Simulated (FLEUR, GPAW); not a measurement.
A FLEUR input for a self-consistent single point of FeNi₃ (Pm-3m, 4 atoms in the cell) (DFT, LDA (Perdew-Zunger), all-electron FLAPW (FLEUR), scalar-relativistic valence):

Input of the input generator:

```
FeNi3 FLAPW
&input film=f /
1.0000000000 0.0000000000 0.0000000000
0.0000000000 1.0000000000 0.0000000000
0.0000000000 0.0000000000 1.0000000000
6.7272681564
1.0 1.0 1.0

4
26 0.0000000000 0.0000000000 0.0000000000 : 4.00
28 0.0000000000 0.5000000000 0.5000000000 : 2.00
28 0.5000000000 0.0000000000 0.5000000000 : 2.00
28 0.5000000000 0.5000000000 0.0000000000 : 2.00

&comp jspins=2 /
&exco xctyp='pz' /
&kpt div1=8 div2=8 div3=8 gamma=t /
&end /
```

```xml
<?xml version="1.0" encoding="UTF-8" standalone="no"?>
<fleurInput fleurInputVersion="0.39">
   <comment>
      FeNi3 FLAPW                                                                                         
   </comment>
   <calculationSetup>
      <cutoffs Kmax="3.6" Gmax="10.8" GmaxXC="10.8" numbands="0"/>
      <scfLoop itmax="60" minDistance="0.00001" maxIterBroyd="40" imix="Anderson" alpha="0.05" precondParam="0.0" spinf="2.0"/>
      <coreElectrons ctail="T" frcor="F" kcrel="0" coretail_lmax="0"/>
      <xcFunctional name="pz" relativisticCorrections="F"/>
      <magnetism jspins="2"/>
      <soc l_soc="F" theta="0.0" phi="0.0" spav="F"/>
      <expertModes spex="0" secvar="F"/>
      <geometryOptimization l_f="T" forcealpha="1.0" forcemix="BFGS" epsdisp="0.00001" epsforce="0.00001"/>
      <ldaU l_linMix="F" mixParam="0.05" spinf="1.0"/>
   </calculationSetup>
   <cell>
      <bzIntegration valenceElectrons="64.0" mode="hist" fermiSmearingEnergy="0.00183747">
         <kPointListSelection listName="default-1"/>
         <!-- k-points included here -->
         <xi:include xmlns:xi="http://www.w3.org/2001/XInclude" href="kpts.xml"> </xi:include>
      </bzIntegration>
      <!-- symmetry operations included here -->
      <xi:include xmlns:xi="http://www.w3.org/2001/XInclude" href="sym.xml"> </xi:include>
      <bulkLattice scale="1.0">
         <bravaisMatrix>
            <row-1>    6.7272681564000001     0.0000000000000000     0.0000000000000000</row-1>
            <row-2>    0.0000000000000000     6.7272681564000001     0.0000000000000000</row-2>
            <row-3>    0.0000000000000000     0.0000000000000000     6.7272681564000001</row-3>
         </bravaisMatrix>
      </bulkLattice>
   </cell>
   <atomSpecies>
      <species name="Iron (Fe) 4.000" element="Fe" atomicNumber="26">
         <mtSphere radius="2.18" gridPoints="767" logIncrement="0.016"/>
         <atomicCutoffs lmax="8" lnonsphr="6"/>
         <electronConfig flipSpins="F">
            <coreConfig>(1s1/2) (2s1/2) (2p1/2) (2p3/2)</coreConfig>
            <valenceConfig>(3s1/2) (3p1/2) (3p3/2) (4s1/2) (3d3/2) (3d5/2)</valenceConfig>
            <stateOccupation state="(3d3/2)" spinUp="2.0" spinDown="0.4"/>
            <stateOccupation state="(3d5/2)" spinUp="3.0" spinDown="0.6"/>
         </electronConfig>
         <energyParameters s="4" p="4" d="3" f="4"/>
         <lo type="SCLO" l="0" n="3" eDeriv="0"/>
         <lo type="SCLO" l="1" n="3" eDeriv="0"/>
      </species>
      <species name="Nickel (Ni2.000" element="Ni" atomicNumber="28">
         <mtSphere radius="2.18" gridPoints="767" logIncrement="0.016"/>
         <atomicCutoffs lmax="8" lnonsphr="6"/>
         <electronConfig flipSpins="F">
            <coreConfig>(1s1/2) (2s1/2) (2p1/2) (2p3/2) (3s1/2)</coreConfig>
            <valenceConfig>(3p1/2) (3p3/2) (4s1/2) (3d3/2) (3d5/2)</valenceConfig>
            <stateOccupation state="(3d3/2)" spinUp="2.0" spinDown="1.2"/>
            <stateOccupation state="(3d5/2)" spinUp="3.0" spinDown="1.8"/>
         </electronConfig>
         <energyParameters s="4" p="4" d="3" f="4"/>
         <lo type="SCLO" l="1" n="3" eDeriv="0"/>
      </species>
   </atomSpecies>
   <atomGroups>
      <atomGroup species="Iron (Fe) 4.000">
         <relPos label="                   1">.0000000000 .0000000000 .0000000000</relPos>
         <force calculate="T" relaxXYZ="TTT"/>
      </atomGroup>
      <atomGroup species="Nickel (Ni2.000">
         <relPos label="                   2">.0000000000 1.000/2.000 1.000/2.000</relPos>
         <relPos label="                   3">1.000/2.000 .0000000000 1.000/2.000</relPos>
         <relPos label="                   4">1.000/2.000 1.000/2.000 .0000000000</relPos>
         <force calculate="T" relaxXYZ="TTT"/>
      </atomGroup>
   </atomGroups>
   <output dos="F" band="F" slice="F">
      <checks vchk="F" cdinf="F"/>
      <bandDOS minEnergy="-.5*Htr" maxEnergy="0.5*Htr" sigma="0.015" storeEVData="T"/>
      <vacuumDOS vacdos="F" integ="F" star="F" nstars="0" locx1="0.0" locy1="0.0" locx2="0.0" locy2="0.0" nstm="0" tworkf="0.0"/>
      <unfoldingBand unfoldBand="F" supercellX="1" supercellY="1" supercellZ="1"/>
      <plotting iplot="0" polar="F">
         <plot TwoD="T" vec1="  1.0  0.0  0.0" vec2="  0.0  1.0  0.0" vec3="  0.0  0.0  1.0" zero="  0.0  0.0  0.0" file="plot"/>
      </plotting>
      <chargeDensitySlicing numkpt="0" minEigenval="0.0" maxEigenval="0.0" nnne="0" pallst="F"/>
      <specialOutput eonly="F"/>
      <magneticCircularDichroism mcd="F" energyLo="-10.0" energyUp="0.0"/>
   </output>
  <!-- We include the file relax.xml here to enable relaxations (see documentation) -->
  <xi:include xmlns:xi="http://www.w3.org/2001/XInclude" href="relax.xml"> <xi:fallback/> </xi:include>
</fleurInput>
```

Question: Translate this input to GPAW.

Answer: This is the input that was run; spellings and numerical settings could be chosen otherwise.

```python
from ase import Atoms
from ase.units import GPa
from gpaw import GPAW, PW, FermiDirac

atoms = Atoms(['Fe', 'Ni', 'Ni', 'Ni'],
              cell=[[3.559917, 0.000000, 0.000000],
                    [0.000000, 3.559917, 0.000000],
                    [0.000000, 0.000000, 3.559917]],
              positions=[[0.000000, 0.000000, 0.000000],
                         [0.000000, 1.779958, 1.779958],
                         [1.779958, 0.000000, 1.779958],
                         [1.779958, 1.779958, 0.000000]],
              pbc=True)

atoms.set_initial_magnetic_moments([4.0, 2.0, 2.0, 2.0])

calc = GPAW(spinpol=True,
            mode=PW(800),
            xc='LDA',
            kpts={'size': (8, 8, 8), 'gamma': True},
            occupations=FermiDirac(0.05),
            nbands=-8,
            convergence={'density': 1e-05, 'energy': 1e-05},
            symmetry={'symmorphic': False, 'tolerance': 0.0005},
            maxiter=150)

atoms.calc = calc

energy = atoms.get_potential_energy()
print('Energy (eV):', round(energy, 6))
forces = atoms.get_forces()
print('Forces (eV/Ang):')
print(forces.round(5))
stress = atoms.get_stress()
print('Stress (GPa, Voigt):', (stress / GPa).round(4))
```

Basis settings and potentials, where a program has them, do not carry over. This input uses DFT LDA (Perdew-Wang 92), plane waves, GPAW PAW datasets LDA (gpaw-data 1.0.1). LDA parametrisations can differ slightly between programs. Both were run: size of the net moment 1.15 μB/atom in FLEUR and 1.18 in GPAW.

On GPAW: the starting cell comes from a database of computed structures (which also holds hypothetical and non-ambient phases and stackings), without a prior relaxation at this level. Its lattice was rescaled by a random factor within 2.5 % of one. The magnetic order is the one reached from the typed start; others were not searched systematically. With a pressure of about -18 GPa the cell is away from its equilibrium volume at this level.

On FLEUR: the starting cell comes from a database of computed structures (which also holds hypothetical and non-ambient phases and stackings), without a prior relaxation at this level. Its lattice was rescaled by a random factor within 2.5 % of one. The magnetic order is the one reached from the typed start; others were not searched systematically. Values depend on the basis (sphere radii, cutoffs, local orbitals), which need not be converged.
